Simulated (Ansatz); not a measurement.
**KScMo2O8: pressure series**

The parent structure is KScMo₂O₈ (space group P-3m1, No. 164; a = 5.793 Å, c = 7.169 Å; a cell from a computed database, its experimental status unchecked).

Cell and atoms are relaxed at each pressure.

Level of theory: r2SCAN, PAW, 500 eV (Ansatz, a quantum-chemistry and plane-wave program; no SOC).

```
change            band gap     density
----------------  --------  ----------
base               4.11 eV  3.22 g/cm³
pressure −2 GPa    4.09 eV  2.85 g/cm³
pressure −1 GPa    4.10 eV  3.10 g/cm³
pressure 0.3 GPa   4.11 eV  3.25 g/cm³
pressure 0.7 GPa   4.11 eV  3.29 g/cm³
pressure 1.5 GPa   4.12 eV  3.35 g/cm³
pressure 3 GPa     4.12 eV  3.45 g/cm³
pressure 5 GPa     4.13 eV  3.57 g/cm³
pressure 7.5 GPa   4.14 eV  3.69 g/cm³
pressure 10 GPa    4.15 eV  3.80 g/cm³
```

Load acts through the strain it causes; cell and atoms are relaxed under it. Stability against distortions was not tested. No other phases were tried under pressure. The final runs are not spin-polarised.
